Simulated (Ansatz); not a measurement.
Consider CdSe in the zinc blende structure (space group F-43m, No. 216).

```
CdSe
1.0
    0.00000     3.00374     3.00374
    3.00374     0.00000     3.00374
    3.00374     3.00374     0.00000
Cd Se
1 1
Direct
  0.00000   0.00000   0.00000
  0.25000   0.25000   0.25000
```

Cartesian axes are those of the cell as printed.

All numbers come from LDA (Ansatz, a quantum-chemistry and plane-wave program; PAW; 420 eV plane waves; no spin-orbit coupling).

It is then changed as follows: an isotropic linear strain of −0.50 %; the atoms relax in the strained cell.

Question: Predict the stress tensor and what it implies for the stiffness.

Answer: Stress of the strained cell less that of the base (GPa, compression positive):
```
   0.90    0.00    0.00
   0.00    0.90    0.00
   0.00    0.00    0.90
```

Then B = −ΔP/(ΔV/V₀) with ΔV/V₀ = -0.0149 gives secant stiffness values (nonlinear terms included at this strain): B ≈ 60 GPa.

Whether these cells are dynamically stable was not tested.
